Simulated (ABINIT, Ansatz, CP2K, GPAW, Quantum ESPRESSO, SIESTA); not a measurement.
**One structure in several programs: Ba3ZnN2O (P4/mmm, 7 atoms in the cell)**

Self-consistent single point, at a second geometry (lattice scaled by 0.98). First geometry:

```yaml
crystal:
  lattice:
    - [4.09084, 0.00000, 0.00000]
    - [0.00000, 4.09084, 0.00000]
    - [0.00000, 0.00000, 9.16087]
  atoms:
    - { symbol: Ba, position: [0.00000, 0.00000, 0.21788] }
    - { symbol: Ba, position: [0.00000, 0.00000, 0.78212] }
    - { symbol: Ba, position: [0.50000, 0.50000, 0.50000] }
    - { symbol: Zn, position: [0.50000, 0.50000, 0.00000] }
    - { symbol: N, position: [0.50000, 0.50000, 0.80054] }
    - { symbol: N, position: [0.50000, 0.50000, 0.19946] }
    - { symbol: O, position: [0.00000, 0.00000, 0.50000] }
```

Shared settings, as Ansatz (a first-principles code) writes them: kpoints.mp_grid.grid = 6 6 3; scf.occupations.method = fermi_dirac; scf.occupations.width = 0.0015 Ry. Potentials and cutoffs stand in the table.

```
code                                                                                                                                      model  ΔF from the first geometry (meV/atom)  pressure (GPa)  largest force (eV/Å)  gap on the mesh (eV)       cutoff
----------------  -----------------------------------------------------------------------------------------------------------------------------  -------------------------------------  --------------  --------------------  --------------------  -----------
Quantum ESPRESSO                                                                           PBEsol, GBRV 1.5 ultrasoft (PBESOL) pseudopotentials                                   11.2            3.72                 0.457                 0.474        50 Ry
CP2K                                                                 PBEsol, GPW, DZVP-MOLOPT-SR-GTH basis, GTH-PBE potentials (GTH_POTENTIALS)                                   24.9            5.74                 0.643                 0.334  grid 600 Ry
ABINIT                                                                                       PBEsol, PAW (JTH v2.0 PBE PAW, files made for PBE)                                   13.8            4.15                 0.397                 0.428        30 Ha
Ansatz                                                                                                          PBEsol, PAW files made with PBE                                    4.6            2.78                 0.421                 0.470      default
GPAW                                                                                      PBEsol, GPAW PAW datasets PBEsol (made by gpaw-setup)                                   12.6               –                 0.404                 0.445       950 eV
SIESTA            GGA PBEsol, numerical atomic orbitals TZP, PseudoDojo PBEsol standard norm-conserving potentials (rewritten from UPF to PSML)                                   33.6            6.65                 0.861                 0.812  grid 350 Ry
```

Size of the force on each atom (eV/Å): Sizes of forces hide their directions.

```tsv
code	Ba1	Ba2	Ba3	Zn4	N5	N6	O7
Quantum ESPRESSO	0.196	0.196	0.000	0.000	0.457	0.457	0.000
CP2K	0.429	0.429	0.000	0.000	0.643	0.643	0.000
ABINIT	0.242	0.242	0.000	0.000	0.397	0.397	0.000
Ansatz	0.103	0.103	0.000	0.000	0.421	0.421	0.000
GPAW	0.217	0.217	0.000	0.000	0.404	0.404	0.000
SIESTA	0.861	0.861	0.000	0.000	0.567	0.567	0.000
```

A dash marks a value that a program does not give, or that is left out as unsure.

Gaps are read on the mesh.

The spread over the programs that give each value: ΔF from the first geometry within 29.0 meV/atom; pressure within 3.87 GPa; largest force within 0.464 eV/Å; gap on the mesh within 0.478 eV.

CP2K and SIESTA use small atom-centred bases, whose incompleteness enters pressures, forces and empty levels differently from a plane-wave cutoff. Ansatz's pressure is given at a fixed set of plane waves, as the other plane-wave codes print theirs; with its correction for the finite basis it is 2.96 GPa. The pressure of GPAW is left out: its cutoff lies under the one at which its stress was checked. In the pressure, CP2K (by 2.01) and SIESTA (by 2.93) lie more than 1 GPa from the median of the plane-wave programs. In the gap, CP2K (by 0.123) and SIESTA (by 0.355) lie more than 0.12 eV from the median of the plane-wave programs. In the force vectors, CP2K (by 0.230), Ansatz (by 0.104) and SIESTA (by 0.655) lie more than 0.08 eV/Å from the median of the plane-wave programs.

The starting cell comes from a database of computed structures (which also holds hypothetical and non-ambient phases and stackings), without a prior relaxation at this level. Its lattice was rescaled by a random factor within 2.5 % of one. For this run, on top of that: lattice scaled by 0.98.

Keys are those of Ansatz 0.2.
